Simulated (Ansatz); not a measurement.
Ansatz (a quantum-chemistry and plane-wave program) run on GePd₃ (Fm-3m, 4 atoms in the cell): self-consistent single point.

Level of theory: PBE (plane waves, PAW; Ansatz).

```yaml
crystal:
  lattice:
    - [0.00000, 3.19163, 3.19163]
    - [3.19163, 0.00000, 3.19163]
    - [3.19163, 3.19163, 0.00000]
  atoms:
    - { symbol: Ge, position: [0.00000, 0.00000, 0.00000] }
    - { symbol: Pd, position: [0.50000, 0.50000, 0.50000] }
    - { symbol: Pd, position: [0.25000, 0.25000, 0.25000] }
    - { symbol: Pd, position: [0.75000, 0.75000, 0.75000] }
```

Reference input (self-consistent single point, DFT, PBE, plane waves, default PAW files): kpoints.mp_grid.grid = 5 5 5; hamiltonian.xc = pbe; hamiltonian.pseudopotentials = {kind: paw} (the program's default PAW files); scf.occupations.method = fermi_dirac; scf.occupations.width = 0.1 eV. This run's input differs from it in these lines:

Ansatz 0.2 input:
```diff
@@ -17,3 +17,3 @@
 scf:
-  occupations: { method: fermi_dirac, width: 0.1 }
+  occupations: { method: fermi_dirac, width: 0.03 }
 output:
```

Output (repeated stretches shortened):

```
SCF iter   1: F=—  HF=-25214.562633 eV  |F-HF|=—  |Δ(HF+E_count)|=         —  Δρ=4.43e-3  dr2=1.42e-2  ethr=1.77e-3  ⟨swp⟩=6.3  Hψ=1500  notcnv=0
all-band conjugate gradients solve this SCF's bands
preconditioner: auto → none
SCF iter   2: F=—  HF=-25214.563105 eV  |F-HF|=—  |Δ(HF+E_count)|=   4.72e-4  Δρ=1.97e-3  dr2=1.84e-3  ethr=2.09e-5  ⟨swp⟩=1.8  Hψ=564  notcnv=0  defer=5
SCF iter   3: F=—  HF=-25214.563142 eV  |F-HF|=—  |Δ(HF+E_count)|=   3.70e-5  Δρ=3.82e-4  dr2=6.93e-5  ethr=2.71e-6  ⟨swp⟩=1.1  Hψ=419  notcnv=0  defer=5
SCF iter   4: F=—  HF=-25214.563147 eV  |F-HF|=—  |Δ(HF+E_count)|=   5.05e-6  Δρ=6.31e-5  dr2=1.53e-6  ethr=1.02e-7  ⟨swp⟩=2.0  Hψ=606  notcnv=0  defer=5
SCF iter   5: F=—  HF=-25214.563147 eV  |F-HF|=—  |Δ(HF+E_count)|=   1.82e-7  Δρ=1.83e-5  dr2=1.63e-7  ethr=2.25e-9  ⟨swp⟩=2.0  Hψ=591  notcnv=0  defer=5
SCF iter   6: F=-25214.563147 eV  HF=-25214.563147 eV  |F-HF|=1.50e-9  |Δ(HF+E_count)|=   3.11e-8  Δρ=2.98e-6  dr2=1.73e-9  ethr=1.47e-10  ⟨swp⟩=6.5  Hψ=1311  notcnv=0
SCF 1 converged in 6 iterations: F = -25214.563147 eV  dr2 = 1.73e-9
Free energy (F): -25214.563147 eV
Internal energy: -25214.549744 eV  (E = F + TS)
E sigma→0 (E₀):  -25214.556446 eV
Entropy (-TS):   -0.013403 eV (-3.351 meV/atom)
Fermi energy:    16.683743 eV
--- Forces (eV/Å), atoms counted from 1 ---
  atom   1  Ge    -0.00000000     0.00000000     0.00000000
   [... zero for the other atoms too ...]
--- Stress (GPa, compression-positive) ---
       -8.984946      -0.000000       0.000000
        0.000000      -8.984946       0.000000
        0.000000       0.000000      -8.984946
  P = ⅓ Tr σ = -8.9849 GPa (-89.849 kbar)
  The stress holds the Pulay correction. Without it, at fixed plane waves, as pw.x and ABINIT print it: P = -9.0359 GPa
```

The run converged in 6 iterations. Against the reference run the free energy rises by 13.2 meV/atom and the pressure goes from -8.77 to -8.98 GPa.

The starting cell was generated: these elements placed on a structure prototype, without a prior relaxation; it need not be a known phase or ordering of this composition. Spin polarisation is off. With a pressure of about -9 GPa the cell is away from its equilibrium volume at this level. Ansatz's pressure includes its estimate of the finite-basis (Pulay) stress.
